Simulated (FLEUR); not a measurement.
## Refining one setting for InSb3 (Fm-3m, 4 atoms in the cell)

Space group Fm-3m (No. 225); a = 7.5891 Å, b = 7.5891 Å, c = 7.5891 Å, α = 90.00°, β = 90.00°, γ = 90.00°

```csv
atom,site,symmetry,x,y,z
In,4a,m-3m,0.0000,0.0000,0.0000
Sb,8c,-43m,0.2500,0.2500,0.2500
Sb,4b,m-3m,0.5000,0.5000,0.5000
```
(The calculation used a cell of 4 atoms; values per cell refer to that cell.)

Method of the run: FLEUR with PBEsol, all-electron FLAPW (FLEUR), scalar-relativistic valence.

The starting cell comes from a database of computed structures (which also holds hypothetical and non-ambient phases and stackings), without a prior relaxation at this level. Values depend on the basis (sphere radii, cutoffs, local orbitals), which need not be converged. No gap is read from this output.

Held fixed: Kmax = 3.8 1/bohr; GmaxXC = 15.2 1/bohr; xcFunctional = PBEs; jspins = 1; l_soc = F; mode = hist; fermiSmearingEnergy = 0.00367493 Htr; inpgen gamma flag = false; Gmax = 15.2 1/bohr; numbands = 0; maxIterBroyd = 99; imix = Anderson; alpha = 0.05; precondParam = 0; minDistance = 1e-05 me/bohr^3; ctail = T; kcrel = 0; coretail_lmax = 0; theta = 0.

ΔF is the free energy per atom less that of the last row (6 6 6).

```csv
kpt_div,ΔF (meV/atom),k-points,basis size
1 1 1,1840.3,1,701
3 3 3,4.3,4,701
4 4 4,-10.2,10,689
5 5 5,-19.8,10,701
6 6 6,0.00,28,691
```

Energy within 2 meV/atom of the last row: only the last setting itself: the one before it still differs by 20 meV/atom, so the series does not show convergence to this tolerance.

Left out of this page: 1 run of the series failed or unconverged.
